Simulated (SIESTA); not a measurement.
## SIESTA run on CaBHO3 (P2_1, 12 atoms in the cell): self-consistent single point

Method of the run: GGA PBEsol, numerical atomic orbitals DZP, PseudoDojo PBEsol standard norm-conserving potentials (rewritten from UPF to PSML) (SIESTA).

Input as run:

```
# files in the folder: Ca.psml B.psml H.psml O.psml (PseudoDojo PBEsol standard)
SystemName  CaBHO3
SystemLabel siesta

NumberOfAtoms                12
NumberOfSpecies              4
%block ChemicalSpeciesLabel
  1 20 Ca
  2 5 B
  3 1 H
  4 8 O
%endblock ChemicalSpeciesLabel
LatticeConstant              1.0 Ang
%block LatticeVectors
     3.581680000    0.000000000    0.000000000
     0.000000000    5.458120000    0.000000000
    -0.277535000    0.000000000    6.870537000
%endblock LatticeVectors
AtomicCoordinatesFormat      Ang
%block AtomicCoordinatesAndAtomicSpecies
     2.501977022    4.035188116    4.411296986  1
     0.802167978    1.306128116    2.459240014  1
     0.594775108    1.331562955    5.305772198  2
     2.709369892    4.060622955    1.564764802  2
    -0.125598180    2.296831477    6.854528649  3
     3.429743180    5.025891477    0.016008351  3
     0.192256836    1.383524258    6.675894687  4
     3.111888164    4.112584258    0.194642313  4
     0.746106521    0.113037665    4.716005302  4
     2.558038479    2.842097665    2.154531698  4
     2.577767920    5.232917969    2.267277210  4
     0.726377080    2.503857969    4.603259790  4
%endblock AtomicCoordinatesAndAtomicSpecies

XC.functional                GGA
XC.authors                   PBEsol
PAO.BasisSize                DZP
PAO.EnergyShift              0.01 Ry
MeshCutoff                   400 Ry
%block kgrid.MonkhorstPack
    5   0   0  0.0
    0   3   0  0.0
    0   0   3  0.0
%endblock kgrid.MonkhorstPack
OccupationFunction           FD
ElectronicTemperature        10 K

MaxSCFIterations             150
SCF.Mixer.Method             Pulay
SCF.Mixer.Weight             0.1
SCF.Mixer.History            8
SCF.DM.Tolerance             1.0E-04
Diag.ParallelOverK           true
WriteForces                  true
```

Output, abridged:

```
reinit: Reading from file input.fdf

reinit: System Name: CaBHO3
reinit: System Label: siesta

coor:   Atomic-coordinates input format  =     Cartesian coordinates
coor:                                          (in Angstroms)

siesta: Atomic coordinates (Bohr) and species
siesta:      4.72805   7.62540   8.33614  1        1
siesta:      1.51588   2.46822   4.64729  1        2
siesta:      1.12396   2.51629  10.02646  2        3
siesta:      5.11997   7.67347   2.95698  2        4
siesta:     -0.23735   4.34038  12.95318  3        5
siesta:      6.48128   9.49756   0.03025  3        6
siesta:      0.36331   2.61448  12.61561  4        7
siesta:      5.88062   7.77166   0.36782  4        8
siesta:      1.40994   0.21361   8.91196  4        9
siesta:      4.83399   5.37079   4.07147  4       10
siesta:      4.87128   9.88878   4.28453  4       11
siesta:      1.37265   4.73161   8.69890  4       12

siesta: System type = bulk

initatomlists: Number of atoms, orbitals, and projectors:     12   132   140

siesta: ******************** Simulation parameters ****************************
redata: Spin configuration                          = none
redata: Time-Reversal Symmetry                      = T
redata: Number of Atomic Species                    =        4
redata: Mesh Cutoff                                 =   400.0000 Ry
redata: Net charge of the system                    =     0.0000 |e|
redata: Min. number of SCF Iter                     =        0
redata: Max. number of SCF Iter                     =      150
redata: SCF convergence failure will abort job
redata: SCF mix quantity                            = Hamiltonian
redata: Mix DM or H after convergence               =   F
redata: Recompute H after scf cycle                 =   F
redata: Mix DM in first SCF step                    =   T
redata: No kicks to SCF
redata: DM Mixing Weight for Kicks                  =     0.5000
   [... lines left out ...]
diag: Parallel distribution                         =     1 x     1
diag: Used triangular part                          = Lower
diag: Absolute tolerance                            =  0.100E-15
diag: Orthogonalization factor                      =  0.100E-05
diag: Memory factor                                 =  1.0000

superc: Internal auxiliary supercell:     5 x     5 x     3  =      75
superc: Number of atoms, orbitals, and projectors:    900   9900  10500

                        Single-point calculation

superc: Internal auxiliary supercell:     5 x     5 x     3  =      75
superc: Number of atoms, orbitals, and projectors:    900   9900  10500

outcell: Unit cell vectors (Ang):
        3.581680    0.000000    0.000000
        0.000000    5.458120    0.000000
       -0.277535    0.000000    6.870537

outcell: Cell vector modules (Ang)   :    3.581680    5.458120    6.876140
outcell: Cell angles (23,13,12) (deg):     90.0000     92.3132     90.0000
outcell: Cell volume (Ang**3)        :    134.3138
new_DM -- step:     1
Initializing Density Matrix...

Attempting to read DM from file... Failed...
DM filled with atomic data:

InitMesh: MESH = 48 x 72 x 90 = 311040
InitMesh: Mesh cutoff (required, used) =   400.000   474.248 Ry

stepf: Fermi-Dirac step function
        iscf     Eharris(eV)        E_KS(eV)     FreeEng(eV)     dDmax    Ef(eV) dHmax(eV)
   scf:    1    -4978.585745    -4989.339972    -4989.339972  1.524141 -6.269589  7.904650
   scf:    2    -4994.090633    -4991.834828    -4991.834828  0.052478 -6.466713  5.842327
   scf:    3    -4995.521192    -4994.797158    -4994.797158  0.193001 -7.139210  1.108115
   scf:    4    -4994.201917    -4994.668216    -4994.668216  0.038666 -7.542589  1.605717
   scf:    5    -4994.999981    -4994.875823    -4994.875823  0.032292 -4.307478  0.440508
   scf:    6    -4994.880295    -4994.891506    -4994.891506  0.012216 -4.376608  0.190410
   scf:    7    -4994.897757    -4994.895684    -4994.895684  0.003994 -4.428026  0.054452
   scf:    8    -4994.896075    -4994.896125    -4994.896125  0.006021 -4.417258  0.026183
   scf:    9    -4994.896210    -4994.896175    -4994.896175  0.000752 -4.412016  0.016409
   scf:   10    -4994.896205    -4994.896196    -4994.896196  0.000786 -4.416062  0.004038
   scf:   11    -4994.896198    -4994.896197    -4994.896197  0.000137 -4.414294  0.000407
   scf:   12    -4994.896197    -4994.896197    -4994.896197  0.000018 -4.414217  0.000514
SCF Convergence by DM+H criterion
max |DM_out - DM_in|         :     0.0000180247
max |H_out - H_in|      (eV) :     0.0005142898
SCF cycle converged after 12 iterations

Using DM_out to compute the final energy and forces

siesta: E_KS(eV) =            -4994.8962

siesta: E_KS - E_eggbox =     -4994.8962

siesta: Atomic forces (eV/Ang):
     1    0.110898   -0.036444    0.388135
     2   -0.110898   -0.036444   -0.388135
     3    0.008562    0.103330    0.023266
     4   -0.008562    0.103330   -0.023266
     5   -0.216125    0.676281    0.130987
     6    0.216125    0.676281   -0.130987
     7    0.085971   -0.568629    0.002799
     8   -0.085971   -0.568629   -0.002799
     9   -0.057608   -0.262910   -0.145494
    10    0.057608   -0.262910    0.145494
    11    0.039588    0.079537    0.117534
    12   -0.039588    0.079537   -0.117534
   Tot   -0.000000   -0.017669    0.000000
   Max    0.676281
   Res    0.251975    sqrt( Sum f_i^2 / 3N )
   Max    0.676281    constrained

Stress tensor Voigt[x,y,z,yz,xz,xy] (kbar):      -11.50       -6.46       21.02       -0.00       -0.27        0.00
(Free)E + p*V (eV/cell)    -4994.9820
Target enthalpy (eV/cell)    -4994.8962

siesta: Program's energy decomposition (eV):
siesta: Ebs     =     -1193.482691
siesta: Eions   =      7607.858247
siesta: Ena     =      1344.721149
siesta: Ekin    =      2678.229165
siesta: Enl     =      -259.036900
siesta: Eso     =         0.000000
siesta: Edftu   =         0.000000
siesta: DEna    =         5.034387
siesta: DUscf   =         3.506110
siesta: DUext   =         0.000000
siesta: Ex      =     -1072.606519
siesta: Ec      =       -86.885342
siesta: Exc     =     -1159.491861
siesta: Eharris =     -4994.896197
siesta: Etot    =     -4994.896197
siesta: FreeEng =     -4994.896197

siesta: Atomic forces (eV/Ang):
siesta:      1    0.110898   -0.036444    0.388135
siesta:      2   -0.110898   -0.036444   -0.388135
siesta:      3    0.008562    0.103330    0.023266
siesta:      4   -0.008562    0.103330   -0.023266
siesta:      5   -0.216125    0.676281    0.130987
siesta:      6    0.216125    0.676281   -0.130987
siesta:      7    0.085971   -0.568629    0.002799
siesta:      8   -0.085971   -0.568629   -0.002799
siesta:      9   -0.057608   -0.262910   -0.145494
siesta:     10    0.057608   -0.262910    0.145494
siesta:     11    0.039588    0.079537    0.117534
siesta:     12   -0.039588    0.079537   -0.117534
siesta: ----------------------------------------
siesta:    Tot   -0.000000   -0.017669    0.000000

siesta: Stress tensor (static) (eV/Ang**3):
siesta:    -0.007175   -0.000000   -0.000166
siesta:     0.000000   -0.004030   -0.000000
siesta:    -0.000167   -0.000000    0.013122

siesta: Cell volume =        134.313772 Ang**3

siesta: Pressure (static):
siesta:                Solid            Molecule  Units
siesta:          -0.00000696         -0.00011657  Ry/Bohr**3
siesta:          -0.00063902         -0.01070296  eV/Ang**3
siesta:          -1.02382654        -17.14802710  kBar
```

The run converged in 12 iterations.

The starting cell comes from a database of computed structures (which also holds hypothetical and non-ambient phases and stackings), without a prior relaxation at this level. Values carry the incompleteness of an atom-centred basis.

Cost on one core of a shared machine: roughly 70 s.
